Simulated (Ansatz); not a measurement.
**Hypothetical fluorite ZrSe2, pressure series**

Base system: ZrSe₂ in the fluorite structure (space group Fm-3m, No. 225; a = 6.5076 Å; a hypothetical phase, not in the database extracts checked).

Cell and atoms are relaxed at each pressure.

Computed with Ansatz (a first-principles code), PBEsol, PAW, cutoff 420 eV, without spin-orbit coupling, earlier PAW set.

```tsv
P (GPa)	V (Å³/atom)
-2.00	23.496
-1.00	23.223
0.30	22.892
0.70	22.795
1.49	22.609
3.00	22.272
5.00	21.863
7.50	21.399
10.00	20.978
```

A third-order Birch–Murnaghan fit to these points gives V₀ = 22.97 Å³/atom, B₀ = 92 GPa and B₀′ = 4.0. At pressure 10 GPa the volume is 91.3 % of V₀.

Load acts through the strain it causes; cell and atoms are relaxed under it. No phonon test of stability was made. Competing high-pressure phases were not computed. All final runs are without spin polarisation. ZrSe2 has a high density of states at the Fermi level and may be magnetic at this level.
